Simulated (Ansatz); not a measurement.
Te3As2 (within 0.1 Å of R-3m, No. 166, 40 atoms in the cell; start mp-9897; a measured phase of this formula has another space group), treated with r²SCAN+rVV10 (Ansatz, a quantum-chemistry and plane-wave program, PAW).

Numerical settings: plane-wave cutoff 560 eV, 4×2×4 k mesh (along the axes of the cell as run), Fermi–Dirac smearing 0.01 eV, scalar-relativistic PAW data made under PBE.

Cell (relaxed at this level):

```xyz
40
Lattice="7.0134 0.0000 -0.0063 0.0000 16.2098 0.0000 -2.3156 0.0000 9.9454" Properties=species:S:1:pos:R:3 pbc="T T T"
Te     0.0000     0.0000     0.0000
Te     0.0000     8.1049     0.0000
Te    -2.3166    12.1573     9.9423
Te     7.0145     4.0524    -0.0032
Te     1.1903    14.1839     9.9401
Te     3.5075     2.0259    -0.0010
Te     3.5075     6.0790    -0.0010
Te     1.1903    10.1308     9.9401
Te     0.0200    -0.0003     6.5128
Te     4.6778    16.2101     3.4263
Te     4.6778     8.1046     3.4263
Te     0.0200     8.1052     6.5128
Te     0.0172    12.1573     6.5123
Te     4.6806     4.0524     3.4267
Te     0.0234     4.0524     6.5108
Te     4.6745    12.1573     3.4282
Te     3.5247    14.1836     6.5095
Te     1.1731     2.0262     3.4296
Te     1.1731     6.0787     3.4296
Te     3.5247    10.1310     6.5095
Te     3.5291     6.0791     6.5086
Te     1.1687    10.1306     3.4304
Te     1.1687    14.1840     3.4304
Te     3.5291     2.0258     6.5086
As     2.3337    12.1573     1.8479
As     2.3642     4.0524     8.0912
As     2.3391     4.0524     1.8404
As     2.3587    12.1573     8.0987
As     2.3404     0.0043     1.8363
As     2.3575    16.2055     8.1027
As     2.3575     8.1091     8.1027
As     2.3404     8.1006     1.8363
As    -1.1493    14.1801     8.1049
As     5.8471     2.0297     1.8341
As     5.8471     6.0752     1.8341
As    -1.1493    10.1346     8.1049
As    -1.1452     6.0816     8.0990
As     5.8431    10.1282     1.8400
As     5.8431    14.1865     1.8400
As    -1.1452     2.0233     8.0990
```

Task: What does this level give for the band gap?

Result: 
band gap: 0.43 eV (on the SCF k mesh)

Spin–orbit coupling is not included; with these elements it can move the gap by several tenths of an eV or more.

A start named mp-… is a Materials Project structure, which need not be a measured phase.
